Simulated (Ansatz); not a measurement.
**BeTe: response to strain**

Start from BeTe in the zinc blende structure (space group F-43m, No. 216; a = 5.657 Å). Axes: x, y, z lie along the cube axes.

Strains are applied to the cell and any free atomic positions relax; under biaxial strain the out-of-plane vector relaxes too.

Levels (all Ansatz, a program for electronic structure, PAW): r2SCAN (500 eV, no spin-orbit coupling); HSE06 (420 eV, no spin-orbit coupling).

Band gaps by level, all at the geometries relaxed with r2SCAN:

```json
[
 {"case": "base", "r2SCAN": "2.38 eV", "HSE06": "2.69 eV"},
 {"case": "biaxial strain −3.68 %, plane normal [001], relaxed out of plane", "r2SCAN": "1.97 eV", "HSE06": "2.28 eV"},
 {"case": "biaxial strain +2.12 %, plane normal [111], relaxed out of plane", "r2SCAN": "2.30 eV", "HSE06": "2.63 eV"},
 {"case": "isotropic strain +4.67 %", "r2SCAN": "2.66 eV", "HSE06": "2.99 eV"},
 {"case": "uniaxial strain ε_xx = +1.09 %", "r2SCAN": "2.36 eV", "HSE06": "2.68 eV"},
 {"case": "uniaxial strain ε_yy = +3.13 %", "r2SCAN": "2.32 eV", "HSE06": "2.64 eV"}
]
```

Single points use the geometry relaxed with r2SCAN. HSE06 was sampled on its mesh, a few special points and the semilocal edge points, so its gap is an upper bound. With Te present, leaving out spin-orbit coupling can change the band edges. Stability against distortions was not tested.
